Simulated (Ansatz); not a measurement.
Consider GaPt (space group P2_13, No. 198; a = 4.9027 Å; a cell from a computed database, its experimental status unchecked).

Perturbation: cell and atoms relaxed at a pressure of 0.7 GPa.

Levels (all Ansatz, a first-principles code, PAW): PBEsol (420 eV, spin-orbit coupling left out); PBEsol+SOC (420 eV, noncollinear with spin-orbit coupling).

The geometry is relaxed with PBEsol.

| Item | Result |
|---|---|
| PBEsol pressure | 0.7 GPa |

### Question
Predict the pressure from PBEsol+SOC.

### Answer
The pressure falls by 0.3 GPa to 0.4 GPa.

Single points use the geometry relaxed with PBEsol. The spin-orbit shifts are approximate. Load acts through the strain it causes; cell and atoms are relaxed under it. Whether these cells are dynamically stable was not tested. The runs without spin-orbit coupling are not spin-polarised.
